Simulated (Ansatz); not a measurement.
Base system: SnS in the zinc blende structure (space group F-43m, No. 216; a = 6.410 Å; a cell from a computed database, its experimental status unchecked; relaxed with 0.1 eV smearing).

Now apply this change: every lattice vector is stretched by 1.89 %; the atoms relax in the strained cell.

Levels (all Ansatz, a quantum-chemistry and plane-wave program, PAW): PBEsol (420 eV, scalar-relativistic without spin-orbit coupling); PBEsol+SOC (420 eV, noncollinear with spin-orbit coupling).

The geometry is relaxed with PBEsol.

PBEsol pressure: -1.87 GPa
PBEsol band gap: 0.10 eV
PBEsol smallest direct gap: 0.68 eV

Task: What does PBEsol+SOC give at this geometry for the pressure, band gap and smallest direct gap?

Result: The pressure is nearly the same (-1.87 GPa against -1.89 GPa); the band gap decreases by 0.031 eV, from 0.10 eV to 0.06 eV; the smallest direct gap stays essentially unchanged (0.68 eV against 0.67 eV).

Single points use the geometry relaxed with PBEsol. Differences between runs with and without spin-orbit coupling are approximate. Whether these cells are dynamically stable was not tested. The runs without spin-orbit coupling are not spin-polarised. The zero or small gap of SnS can change with the level of theory.
